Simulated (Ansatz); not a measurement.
## A computed series for BN: response to strain

Base system: BN in the wurtzite structure (space group P6_3mc, No. 186; a = 2.555 Å, c = 4.225 Å). Axes: x lies along a and z along c of the hexagonal cell.

Strains are applied to the cell and any free atomic positions relax; under biaxial strain the out-of-plane vector relaxes too.

Method: Kohn–Sham DFT with the PBE functional, run in Ansatz (a program for electronic structure) with PAW and 420 eV plane waves, no SOC.

| biaxial strain, plane normal [001], relaxed out of plane (%) | out-of-plane strain (%) |
|---|---|
| 0 | 0.00 |
| 0.6 | -0.07 |
| 1.2 | -0.14 |
| 1.8 | -0.20 |
| 2.4 | ? |
| 3 | -0.33 |

Fit ε⊥ = −νε + γε² (strains in %) to the rows shown and predict the withheld row.

Least squares on the printed values gives ν = 0.12 (the biaxial Poisson response) and γ = 0.003 (largest residual 0.00 %); this predicts -0.27 %, and the run gives -0.27 %, in agreement.

Whether these cells are dynamically stable was not tested.
